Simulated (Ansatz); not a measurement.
Structure of amorphous In$_{9}$Ga$_{9}$Zn$_{9}$O$_{39}$Sc$_{2}$ (periodic cell):

```yaml
crystal:
  lattice:
    - [9.55275, -0.04334, 0.04150]
    - [-0.04334, 9.48238, -0.02163]
    - [0.04150, -0.02163, 9.48033]
  atoms:
    - { symbol: In, position: [0.54294, 0.66434, 0.20097] }
    - { symbol: In, position: [0.58901, 0.97517, 0.61857] }
    - { symbol: In, position: [0.10680, 0.82975, 0.90130] }
    - { symbol: In, position: [0.25663, 0.17331, 0.34314] }
    - { symbol: In, position: [0.16819, 0.16400, 0.00681] }
    - { symbol: In, position: [0.87531, 0.24561, 0.17795] }
    - { symbol: In, position: [0.05265, 0.71062, 0.57781] }
    - { symbol: In, position: [0.98011, 0.42889, 0.84926] }
    - { symbol: In, position: [0.65897, 0.46331, 0.95232] }
    - { symbol: Ga, position: [0.78723, 0.78621, 0.42802] }
    - { symbol: Ga, position: [0.27089, 0.00802, 0.67448] }
    - { symbol: Ga, position: [0.22212, 0.52911, 0.30385] }
    - { symbol: Ga, position: [0.38526, 0.68540, 0.52463] }
    - { symbol: Ga, position: [0.58257, 0.01648, 0.24737] }
    - { symbol: Ga, position: [0.47600, 0.83548, 0.95762] }
    - { symbol: Ga, position: [0.36822, 0.41391, 0.05007] }
    - { symbol: Ga, position: [0.78070, 0.06694, 0.90392] }
    - { symbol: Ga, position: [0.74747, 0.27411, 0.67930] }
    - { symbol: Zn, position: [0.41539, 0.35447, 0.66205] }
    - { symbol: Zn, position: [0.69387, 0.56376, 0.58745] }
    - { symbol: Zn, position: [0.93346, 0.39257, 0.44451] }
    - { symbol: Zn, position: [0.47568, 0.15816, 0.89085] }
    - { symbol: Zn, position: [0.92591, 0.59216, 0.17597] }
    - { symbol: Zn, position: [0.28002, 0.56494, 0.82537] }
    - { symbol: Zn, position: [0.76087, 0.73983, 0.81974] }
    - { symbol: Zn, position: [0.84101, 0.86662, 0.11409] }
    - { symbol: Zn, position: [0.11821, 0.86054, 0.27436] }
    - { symbol: O, position: [0.43603, 0.14677, 0.68399] }
    - { symbol: O, position: [0.74053, 0.05552, 0.12529] }
    - { symbol: O, position: [0.61142, 0.37114, 0.57934] }
    - { symbol: O, position: [0.69870, 0.77392, 0.62429] }
    - { symbol: O, position: [0.47729, 0.87582, 0.15639] }
    - { symbol: O, position: [0.76542, 0.71763, 0.23836] }
    - { symbol: O, position: [0.31867, 0.53257, 0.62580] }
    - { symbol: O, position: [0.53247, 0.60924, 0.41866] }
    - { symbol: O, position: [0.32658, 0.37944, 0.36829] }
    - { symbol: O, position: [0.78172, 0.53088, 0.78015] }
    - { symbol: O, position: [0.37808, 0.21818, 0.06317] }
    - { symbol: O, position: [0.87961, 0.60567, 0.48941] }
    - { symbol: O, position: [0.75863, 0.34138, 0.33643] }
    - { symbol: O, position: [0.96555, 0.88091, 0.42526] }
    - { symbol: O, position: [0.04384, 0.46745, 0.28059] }
    - { symbol: O, position: [0.68431, 0.24413, 0.86932] }
    - { symbol: O, position: [0.39326, 0.86821, 0.59449] }
    - { symbol: O, position: [0.18568, 0.12335, 0.54500] }
    - { symbol: O, position: [0.95015, 0.17474, 0.97128] }
    - { symbol: O, position: [0.86271, 0.44317, 0.04683] }
    - { symbol: O, position: [0.93802, 0.31832, 0.64750] }
    - { symbol: O, position: [0.08669, 0.90380, 0.68061] }
    - { symbol: O, position: [0.31716, 0.75145, 0.89483] }
    - { symbol: O, position: [0.21486, 0.70414, 0.40943] }
    - { symbol: O, position: [0.32151, 0.58336, 0.14411] }
    - { symbol: O, position: [0.17705, 0.38521, 0.94147] }
    - { symbol: O, position: [0.61556, 0.69262, 0.97448] }
    - { symbol: O, position: [0.87210, 0.88862, 0.90627] }
    - { symbol: O, position: [0.24924, 0.01645, 0.87222] }
    - { symbol: O, position: [0.48661, 0.15555, 0.33982] }
    - { symbol: O, position: [0.03088, 0.76967, 0.11045] }
    - { symbol: O, position: [0.99495, 0.18837, 0.36041] }
    - { symbol: O, position: [0.58411, 0.97385, 0.86429] }
    - { symbol: O, position: [0.45218, 0.43453, 0.86706] }
    - { symbol: O, position: [0.78804, 0.07851, 0.66570] }
    - { symbol: O, position: [0.07139, 0.62752, 0.78682] }
    - { symbol: O, position: [0.18331, 0.03415, 0.19284] }
    - { symbol: O, position: [0.66497, 0.94108, 0.40700] }
    - { symbol: O, position: [0.55601, 0.43968, 0.15050] }
    - { symbol: Sc, position: [0.98008, 0.07187, 0.53596] }
    - { symbol: Sc, position: [0.55484, 0.35968, 0.35631] }
```

Methods: PBE, scalar-relativistic without spin-orbit coupling (Ansatz, a program for electronic structure); r2SCAN, scalar-relativistic without spin-orbit coupling (Ansatz); HSE06, scalar-relativistic without spin-orbit coupling (Ansatz). Neutral PBE cell, which sets geometry, pressure and energy: sampling: a 2×2×2 Γ-centred mesh; Fermi-Dirac width 0.02 eV; no spin polarisation. Exact exchange is cut at the faces of this 9 Å cell, which leaves hybrid gaps a finite-size error.

A CHGNet melt-quench gave the starting glass, which DFT then relaxed. O atoms were pushed apart under 1.9 Å during the dynamics, to hinder bonds among them. The hot cell started wider than the set density and was brought back towards it in steps. It is the lowest in DFT energy of 2 quenches. It is a model cell: composition and starting density were chosen by hand, and all elements were melted together. No dispersion term was used. Its density started from a set value of 5.73 and ended at 5.73 g/cm³. The quench (nominally 210 K/ps over its main leg) was far faster than any real one, so the model tends to hold more defects than a real film. Values belong to this one cell and scatter from quench to quench. The volume was held where the preparation left it and the shape relaxed.

Q: Give the pressure and the spacing of the highest filled and lowest empty levels.

A: 
The pressure on a 2×2×2 Γ-centred mesh is 2.74 GPa. The largest force and stress component on that mesh (the relaxation ran on the zone centre alone) comes out as 0.09 eV/Å and 2.8 GPa. The level gap on a 2×2×2 Γ-centred mesh (PBE) is 1.00 eV. The level gap at the zone centre (PBE) is 1.03 eV. The level gap at the zone centre (r2SCAN) is 1.47 eV, the level gap at the zone centre (HSE06) is 2.54 eV and the distance between the nearest levels spread over more than a fifth of the atoms or a third of the atoms of their main element (six at least) (PBE, zone centre) is 1.32 eV.

Q: At PBE and the zone centre, how localised are the states just below and above the Fermi level (participation number: the atoms over which a state spreads)?

A: The highest filled state is spread over 6.7 atoms' worth, largest on O59, with weights by element (charge in smoothed Voronoi cells) O 0.87, Zn 0.08, Sc 0.02. The lowest empty state is spread over 62.3 atoms' worth, largest on In7, with weights by element (charge in smoothed Voronoi cells) O 0.53, In 0.19, Zn 0.14.

At PBE the levels at the filled edge of the gap are localised (band-tail or defect states), and the nearest spread-out levels lie 1.3 eV apart at the zone centre.

Neighbours within In-In 3.12 Å, In-Ga 2.90 Å, In-Zn 2.90 Å, In-O 2.56 Å, In-Sc 3.27 Å, Ga-Ga 2.68 Å, Ga-Zn 2.68 Å, Ga-O 2.40 Å, Ga-Sc 3.05 Å, Zn-Zn 2.68 Å, Zn-O 2.40 Å, Zn-Sc 3.05 Å, O-O 1.58 Å, O-Sc 2.60 Å, Sc-Sc 3.41 Å count as bonded. Two cations that share two anions don't count as bonded, nor two that share one unless they lie closer than In-In 3.04 Å, In-Ga 2.82 Å, In-Zn 2.82 Å, In-Sc 3.18 Å, Ga-Ga 2.61 Å, Ga-Zn 2.61 Å, Ga-Sc 2.96 Å, Zn-Zn 2.61 Å, Zn-Sc 2.96 Å, Sc-Sc 3.32 Å.

Added carriers, by PBE, scalar-relativistic without spin-orbit coupling in Ansatz on the zone centre alone. Charged cells keep the cell fixed and stand in a uniform background, with no image correction, at a width of 0.01 eV; where the count is odd the moment is locked at 1 μB, unless the neutral cell bore moments. Each starts from the undistorted neutral geometry alone. PBE's self-interaction favours spread-out carriers, so it can miss traps that a hybrid finds.

Q: What happens at PBE when the cell takes an extra electron and the atoms relax?

A: Relaxation lowers the charged cell by 0.01 eV. The largest moves are O46 0.02 Å, O38 0.02 Å, O63 0.01 Å, Ga14 0.01 Å. The level that holds the added charge spreads over 62.1 atoms' worth, most on In5 (weight 0.03): a carrier spread over the cell. No bond crosses its cut-off with a change of over 0.15 Å (metal-metal contacts aside). Made neutral again at that geometry, the cell lies +0.01 eV from the neutral start.

Q: What happens at PBE when the cell takes a hole and the atoms relax?

A: Relaxation lowers the charged cell by 0.23 eV. The largest moves are O64 0.38 Å, O59 0.28 Å, In4 0.22 Å, O45 0.17 Å. The level that was emptied spreads over 4.1 atoms' worth, most on O59 (weight 0.42): a localised (trapped) carrier, which neighbours of that atom can share. Bonds broken: In4-O59. Made neutral again at that geometry, the cell lies +0.54 eV from the neutral start (a closed shell was imposed there, with levels 0.15 eV apart, so this is an upper bound).
